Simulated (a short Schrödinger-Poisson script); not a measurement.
System: MOS inversion layer, Al2O3 on p-type Si(100), at 300 K.

| layer | material | thickness (nm) | Na (cm⁻³) |
|---|---|---|---|
| 1 | Al2O3 | 5.9 | - |
| 2 | Si | 890 | 2.3e17 |

Constants are typed, rounded textbook-type inputs, not results; the design itself was drawn at random and stands for no fabricated device. Al2O3: permittivity 9, conduction-band edge (eV) 2.7, gap (eV) 6.8, electron mass (mₑ) 0.3. Si: permittivity 11.7, conduction-band edge (eV) 0, gap (eV) 1.124, Nv at 300 K (cm⁻³) 3.1e19.

Channel valleys (confinement mass, in-plane density-of-states mass, number): Δ2 0.916, 0.19, 2; Δ4 0.19, 0.417, 4. At the gate the conduction-band edge of layer 1 lies 3.03 eV − eVg above the Fermi level of the channel; the field vanishes at the back. Gaps are held at their typed values at every temperature. Mesh 0.03 nm at interfaces.

From a short Schrödinger-Poisson script (our own, NumPy): 1D Poisson equation in equilibrium, electrons quantum, Hartree (BenDaniel-Duke, 12 states a valley, the channel's in-plane mass for all, wave functions free to enter the dielectric), parabolic valleys, classical holes, full ionisation, no traps, pinning or gate leakage.

At Vg = 1.9 V the centroid of the electrons lies 1.49 nm from the interface.

**Question.** Estimate the gate capacitance as the dielectric in series with that distance, and compare.

**Answer.** The dielectric alone has 1.35 μF/cm²; in series with 1.49 nm of the channel's permittivity, 1.13 μF/cm²; the run gives 1.18 μF/cm². The estimate leaves out the density-of-states capacitance and the centroid's move with voltage.
